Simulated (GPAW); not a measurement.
Band structure of AuAl₂ (Fm-3m, 3 atoms in the cell).

```
AuAl2
1.0
    0.00000     2.93400     2.93400
    2.93400     0.00000     2.93400
    2.93400     2.93400     0.00000
Al Au
2 1
Direct
  0.25000   0.25000   0.25000
  0.75000   0.75000   0.75000
  0.00000   0.00000   0.00000
```

Level of theory: PBE, GPAW PAW datasets PBE (gpaw-data 1.0.1) (plane waves; GPAW).

Settings: mode = pw; ecut = 550 eV; xc = PBE; kpts = 13 13 13; mesh shift (steps) = 0 0 0; occupations.name = methfessel-paxton; occupations.width = 0.05 eV; occupations.order = 0; nbands = -11; convergence.density = 1e-05 e/electron; symmetry.symmorphic = false; symmetry.tolerance = 0.0005; maxiter = 120; bandpath_npoints = 40.

The starting cell has typed, rounded lattice constants, without a prior relaxation at this level. Its lattice was rescaled by a random factor within 2.5 % of one. Spin-orbit coupling is off.

Levels in eV from the Fermi level, bands 6 to 12:
| point | 6 | 7 | 8 | 9 | 10 | 11 | 12 |
|---|---|---|---|---|---|---|---|
| Γ | -5.98 | 2.84 | 2.97 | 2.97 | 2.97 | 4.22 | 4.22 |
| X | -5.63 | -5.24 | -2.28 | -2.28 | 1.66 | 2.13 | 7.86 |
| W | -5.46 | -4.18 | -4.18 | -2.32 | 4.44 | 4.44 | 5.40 |
| K | -5.85 | -4.79 | -3.54 | -1.48 | 2.07 | 4.59 | 6.28 |
| L | -5.83 | -5.70 | 0.33 | 0.33 | 3.49 | 4.02 | 4.02 |
| U | -5.85 | -4.79 | -3.54 | -1.48 | 2.07 | 4.59 | 6.28 |

Bands cross the Fermi level along this path, so the cell is metallic at this level.
